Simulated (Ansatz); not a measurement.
System: cubic perovskite CsCdCl3. Method: PBEsol (PAW; Ansatz, a quantum-chemistry and plane-wave program).

Numerical settings: plane-wave cutoff 520 eV, 8×8×8 k mesh, Fermi–Dirac smearing 0.01 eV, scalar-relativistic PAW data made under PBE.

The cell is scaled about its equilibrium volume:

```json
[
 {"V (Å³/atom)": "26.480", "P (GPa)": "2.56", "direct gap at Γ (eV)": "2.540", "smallest gap on the k mesh (eV)": "1.771"},
 {"V (Å³/atom)": "27.043", "P (GPa)": "1.60", "direct gap at Γ (eV)": "2.448", "smallest gap on the k mesh (eV)": "1.741"},
 {"V (Å³/atom)": "27.607", "P (GPa)": "0.75", "direct gap at Γ (eV)": "2.358", "smallest gap on the k mesh (eV)": "1.711"},
 {"V (Å³/atom)": "28.170", "P (GPa)": "0.00", "direct gap at Γ (eV)": "2.272", "smallest gap on the k mesh (eV)": "1.680"},
 {"V (Å³/atom)": "28.734", "P (GPa)": "-0.67", "direct gap at Γ (eV)": "2.188", "smallest gap on the k mesh (eV)": "1.649"},
 {"V (Å³/atom)": "29.297", "P (GPa)": "-1.26", "direct gap at Γ (eV)": "2.106", "smallest gap on the k mesh (eV)": "1.617"},
 {"V (Å³/atom)": "29.860", "P (GPa)": "-1.79", "direct gap at Γ (eV)": "2.027", "smallest gap on the k mesh (eV)": "1.585"}
]
```

The fundamental gap (1.68 eV at the equilibrium volume, with added k points) lies elsewhere than Γ–Γ.

Spin–orbit coupling is not included.
